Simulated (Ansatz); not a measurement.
## Lattice constant a of Cu3N (model structure, started from the ReO3 type, Pm-3m, No. 221, 4 atoms in the cell) at several levels of theory

No measured value is used here.

| level (code) | value (Å) |
|---|---|
| PBE (Ansatz) | 3.827 |
| PBEsol (Ansatz) | (withheld) |
| PBE-D3(BJ) (Ansatz) | 3.782 |

Fill in the missing entries.


- PBEsol (Ansatz, an electronic-structure program), value (Å): 3.765

Ansatz's density-functional and Hartree–Fock values are scalar-relativistic unless marked +SOC, with PAW data made under PBE.

A model structure was made by putting elements into a prototype or built by hand; here it ended with the formula and space group of a phase in our tables.
